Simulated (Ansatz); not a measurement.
Base system: Sc in the hcp (Mg type) structure (space group P6_3/mmc, No. 194; a = 3.319 Å, c = 5.166 Å).

Computed with Kohn–Sham DFT with the PBE functional, run in Ansatz (an electronic-structure program) with PAW and 420 eV plane waves, spin-orbit coupling left out.

Before the change:

- Lattice parameter a = 3.319 Å
- c/a ratio = 1.556

It is then changed as follows: hydrostatic tension (pressure −2 GPa).

### Question
How does this affect the lattice parameter a and c/a ratio?

### Answer
The lattice parameter a rises by 0.043 Å, from 3.319 Å to 3.362 Å; the c/a ratio is nearly the same (1.556 against 1.558).

Load acts through the strain it causes; cell and atoms are relaxed under it. No phonon test of stability was made. The final runs are not spin-polarised.
